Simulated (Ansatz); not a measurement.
# A computed series for GaSb: response to strain

Base system: GaSb in the zinc blende structure (space group F-43m, No. 216; a = 6.111 Å). Axes: x, y, z lie along the cube axes.

Strains are applied to the cell and any free atomic positions relax.

All numbers come from Ansatz (a program for electronic structure) PBEsol, spin-orbit coupling left out.

Notes on the quantities. energy relative to the base: free energy F.

```
variant                      energy relative to the base  volume per atom
---------------------------  ---------------------------  ---------------
base                                          0 meV/atom         28.53 Å³
tensor shear ε_xy = +0.29 %                +0.1 meV/atom         28.53 Å³
tensor shear ε_xy = +1.43 %                +2.9 meV/atom         28.53 Å³
tensor shear ε_xy = +0.57 %                +0.5 meV/atom         28.53 Å³
tensor shear ε_xy = +2.00 %                +5.6 meV/atom         28.52 Å³
tensor shear ε_xy = +0.86 %                +1.0 meV/atom         28.53 Å³
tensor shear ε_xy = +1.14 %                +1.8 meV/atom         28.53 Å³
tensor shear ε_xy = +1.71 %                +4.1 meV/atom         28.52 Å³
```

Whether these cells are dynamically stable was not tested. All final runs are without spin polarisation.
